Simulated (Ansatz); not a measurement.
System: BGeCN (model structure, started from the AlSiCN type, P3m1, No. 156, 4 atoms in the cell). Method: PBEsol (Ansatz, a first-principles code, PAW).

The input as run:

Ansatz 0.2 input:
```yaml
crystal:
  lattice:
    - [2.9500297833, 0.0000002724, 0.0]
    - [-1.4750151276, 2.554800598, 0.0]
    - [0.0, 0.0, 4.7871246075]
  atoms:
    - { symbol: B, position: [0.3333333333, 0.6666666667, 0.4888051871] }
    - { symbol: Ge, position: [0.6666666667, 0.3333333333, 1.0027208591] }
    - { symbol: C, position: [0.3333333333, 0.6666666667, 0.1567285427] }
    - { symbol: N, position: [0.6666666667, 0.3333333333, 0.6017354111] }
basis:
  ecutwfc: 520
  ecutrho_ratio: 4
  xc_grid: 2
kpoints:
  mp_grid: { grid: [12, 12, 8] }
  band_path:
    path:
      - [0.0, 0.0, 0.0]
      - [0.041667, 0.0, 0.0]
      - [0.083333, 0.0, 0.0]
      - [0.125, 0.0, 0.0]
      - [0.166667, 0.0, 0.0]
      - [0.208333, 0.0, 0.0]
      - [0.25, 0.0, 0.0]
      - [0.291667, 0.0, 0.0]
      - [0.333333, 0.0, 0.0]
      - [0.375, 0.0, 0.0]
      - [0.416667, 0.0, 0.0]
      - [0.458333, 0.0, 0.0]
      - [0.5, 0.0, 0.0]
      - [0.472222, 0.055556, 0.0]
      - [0.444444, 0.111111, 0.0]
      - [0.416667, 0.166667, 0.0]
      - [0.388889, 0.222222, 0.0]
      - [0.361111, 0.277778, 0.0]
      - [0.333333, 0.333333, 0.0]
      - [0.309524, 0.309524, 0.0]
      - [0.285714, 0.285714, 0.0]
      - [0.261905, 0.261905, 0.0]
      - [0.238095, 0.238095, 0.0]
      - [0.214286, 0.214286, 0.0]
      - [0.190476, 0.190476, 0.0]
      - [0.166667, 0.166667, 0.0]
      - [0.142857, 0.142857, 0.0]
      - [0.119048, 0.119048, 0.0]
      - [0.095238, 0.095238, 0.0]
      - [0.071429, 0.071429, 0.0]
      - [0.047619, 0.047619, 0.0]
      - [0.02381, 0.02381, 0.0]
      - [0.0, 0.0, 0.083333]
      - [0.0, 0.0, 0.166667]
      - [0.0, 0.0, 0.25]
      - [0.0, 0.0, 0.333333]
      - [0.0, 0.0, 0.416667]
      - [0.0, 0.0, 0.5]
      - [0.041667, 0.0, 0.5]
      - [0.083333, 0.0, 0.5]
      - [0.125, 0.0, 0.5]
      - [0.166667, 0.0, 0.5]
      - [0.208333, 0.0, 0.5]
      - [0.25, 0.0, 0.5]
      - [0.291667, 0.0, 0.5]
      - [0.333333, 0.0, 0.5]
      - [0.375, 0.0, 0.5]
      - [0.416667, 0.0, 0.5]
      - [0.458333, 0.0, 0.5]
      - [0.5, 0.0, 0.5]
      - [0.472222, 0.055556, 0.5]
      - [0.444444, 0.111111, 0.5]
      - [0.416667, 0.166667, 0.5]
      - [0.388889, 0.222222, 0.5]
      - [0.361111, 0.277778, 0.5]
      - [0.333333, 0.333333, 0.5]
      - [0.309524, 0.309524, 0.5]
      - [0.285714, 0.285714, 0.5]
      - [0.261905, 0.261905, 0.5]
      - [0.238095, 0.238095, 0.5]
      - [0.214286, 0.214286, 0.5]
      - [0.190476, 0.190476, 0.5]
      - [0.166667, 0.166667, 0.5]
      - [0.142857, 0.142857, 0.5]
      - [0.119048, 0.119048, 0.5]
      - [0.095238, 0.095238, 0.5]
      - [0.071429, 0.071429, 0.5]
      - [0.047619, 0.047619, 0.5]
      - [0.02381, 0.02381, 0.5]
      - [0.5, 0.0, 0.416667]
      - [0.5, 0.0, 0.333333]
      - [0.5, 0.0, 0.25]
      - [0.5, 0.0, 0.166667]
      - [0.5, 0.0, 0.083333]
      - [0.333333, 0.333333, 0.416667]
      - [0.333333, 0.333333, 0.333333]
      - [0.333333, 0.333333, 0.25]
      - [0.333333, 0.333333, 0.166667]
      - [0.333333, 0.333333, 0.083333]
    npoints: 1
hamiltonian:
  xc: pbesol
  dispersion: none
  pseudopotentials: { kind: paw }
scf:
  occupations: { method: fermi_dirac, width: 0.01 }
  convergence: { dr2_threshold: 0.0000000004 }
output:
  forces: true
  stress: true
  eigenvalues: true
  write_bands: true
```

Output (set-up and result lines):

```
Crystal: 4 atoms, lattice volume = 36.079 Å³
Basis set: ecut = 520 eV, 989 PW (Γ), exchange–correlation on 48×48×72 points (8 copies of the dense FFT grid, shifted against one another)
Bands: 17, of which v1, the nominal top of the filled ones, is band 13 counted from 1 (12 counted from 0)
Symmetry: 6 space group operations
Space group: P3m1 (ITA 156), of the structure as read, at distance tolerance 3.3e-5 Å
k-points: 131 of 1152 (time reversal used)
Functional: x = pbesol(κ = 0.804, μ = 0.12345679012345678), c = pbesol(β = 0.046)
SCF iter   1: F=—  HF=-5031.026944 eV  |F-HF|=—  |Δ(HF+E_count)|=         —  Δρ=1.12e-2  dr2=6.25e-2
SCF iter   2: F=—  HF=-5031.009450 eV  |F-HF|=—  |Δ(HF+E_count)|=   1.75e-2  Δρ=3.29e-3  dr2=6.29e-3
  ...
SCF iter   7: F=—  HF=-5031.007205 eV  |F-HF|=—  |Δ(HF+E_count)|=   1.14e-9  Δρ=2.90e-6  dr2=2.16e-9
SCF iter   8: F=-5031.007205 eV  HF=-5031.007205 eV  |F-HF|=1.27e-11  |Δ(HF+E_count)|=  9.68e-10  Δρ=4.95e-7  dr2=4.34e-11
SCF 1 converged in 8 iterations: F = -5031.007205 eV  dr2 = 4.34e-11
SCF converged after 8 iterations
Free energy (F): -5031.007205 eV
Internal energy: -5031.007205 eV  (E = F + TS)
E sigma→0 (E₀):  -5031.007205 eV
Fermi energy:    12.768111 eV
--- Forces (eV/Å), atoms counted from 1 ---
  atom   1  B     -0.00000000    -0.00000000     0.00084264
  atom   2  Ge     0.00000000     0.00000000    -0.00016704
  atom   3  C     -0.00000000    -0.00000000    -0.00078915
  atom   4  N     -0.00000000     0.00000000     0.00010627
--- Stress (GPa, compression-positive) ---
        0.012636      -0.000000      -0.000000
       -0.000000       0.012636       0.000000
       -0.000000       0.000000       0.015053
  P = ⅓ Tr σ = 0.0134 GPa (0.134 kbar)
```

The PAW data were made under PBE.

Note: the relaxation could raise the start's symmetry but not lower it, so the cell can be a saddle point.

A model structure was made by putting elements into a prototype or built by hand; it is no filed structure, need not be a known phase, and can be a saddle point held by its symmetry.
